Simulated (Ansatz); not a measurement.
**Effect of pressure 0.7 GPa on Ca3GeO**

Base system: Ca3GeO (space group Imma, No. 74; a = 6.600 Å, b = 9.334 Å, c = 6.623 Å; a cell from a computed database, its experimental status unchecked).

Modification: cell and atoms relaxed at a pressure of 0.7 GPa.

Calculations: Kohn–Sham DFT with the PBEsol functional, run in Ansatz (a program for electronic structure) with PAW and 420 eV plane waves, no SOC. Γ-centred 7×7×7 mesh, Fermi–Dirac width 0.05 eV.

```json
[
 {"quantity": "density", "base": "3.40 g/cm³", "changed": "3.44 g/cm³", "shift": "+0.04 g/cm³"},
 {"quantity": "enthalpy H = E + PV relative to the base's energy", "base": "–", "changed": "+0.09 eV/atom", "shift": "–"},
 {"quantity": "band gap", "base": "zero", "changed": "zero", "shift": "–"}
]
```

Final structure:

```
CELL_PARAMETERS angstrom
     -3.28809     4.64980     3.29950
      3.28809    -4.64980     3.29950
      3.28809     4.64980    -3.29950
ATOMIC_POSITIONS crystal
  Ca 0.76880 0.00000 0.26880
  Ca 0.23120 0.00000 0.73120
  Ca 0.23120 0.50000 0.23120
  Ca 0.76880 0.50000 0.76880
  Ca 0.71308 0.46308 0.25000
  Ca 0.28692 0.53692 0.75000
  Ge 0.24923 0.99923 0.25000
  Ge 0.75077 0.00077 0.75000
  O  0.00000 0.50000 0.50000
  O  0.50000 0.50000 0.00000
```

Load acts through the strain it causes; cell and atoms are relaxed under it. Stability against distortions was not tested. All final runs are without spin polarisation. Gaps under 0.05 eV, about the width of the smearing, are given as zero. The zero or small gap of Ca3GeO can change with the level of theory.
